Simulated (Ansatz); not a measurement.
## Si (diamond structure), cut as [110] wire, round, centred on atom, 1.01 nm across, dimers on {100} faces where they fit, ended by OH

Cell contents Si30O18H18 (66 atoms). Periodic boundary conditions, with empty space along the open directions.

Computed with PBE (plane waves to 420 eV, PAW; Ansatz, a program for electronic structure).

k-points: Γ-centred 1×1×4 mesh; occupations: Fermi-Dirac, 0.020 eV; spin polarisation not allowed. No spin-orbit coupling.

 The period along the axis is held at the bulk value.

| Quantity | Result |
|---|---|
| electronic character | not metallic |
| Kohn-Sham band gap | 1.06 eV |
| character of the gap on the mesh and a band path of the cell's zone | direct |
| k-point of the valence-band top (reciprocal lattice units) | (0.000, 0.000, 0.000) |
| k-point of the conduction-band bottom (reciprocal lattice units) | (0.000, 0.000, 0.000) |
| depth of the highest filled level under the vacuum level | 4.80 eV |
| depth of the lowest empty level under the vacuum level | 3.74 eV |
| weight of the highest filled level on the outer atoms and the ending | 0.72 |
| weight of the lowest empty level on the outer atoms and the ending | 0.51 |
| electron mass at the zone centre | 0.13 mₑ along the axis |
| hole mass of the top band at the zone centre | 0.16 mₑ along the axis |
| change of bonding against the cut | none |
| number of neighbours within 2.836 Å (ending not counted) | 3 for 18 atoms, 4 for 12 atoms |
| mean Si-Si distance (least to greatest) | 2.375 Å (2.334 to 2.430) |
| cost of relaxation and final run | very roughly 2 core-hours |
